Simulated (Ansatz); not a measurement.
Cubic perovskite CsPbCl3 (cubic high-temperature phase) was calculated with PBE-D3(BJ) (Ansatz, a program for electronic structure, PAW).

Settings: plane-wave cutoff 520 eV, 6×6×6 k mesh, Fermi–Dirac smearing 0.01 eV, scalar-relativistic PAW data made under PBE.

Computed points:

```csv
V (Å³/atom),E − E_lowest (meV/atom),P (GPa)
34.249,11.06,1.718
34.977,4.72,1.079
35.706,1.14,0.509
36.435,0.00,0.000
37.163,1.06,-0.455
37.892,4.07,-0.862
38.621,8.83,-1.226
```

**Question.** Estimate the bulk modulus and its pressure derivative from these points.

**Answer.** V0 = 36.434 Å³/atom, B0 = 24.1 GPa, B′ = 4.6 (fit to the energies at full precision).

Note: the relaxation could not lower the start's symmetry, so the cell can be a saddle point above a distorted one.

Spin–orbit coupling is not included; it can shift volumes and moduli of such heavy elements.

The computed numbers hold no vibrational or temperature effects.
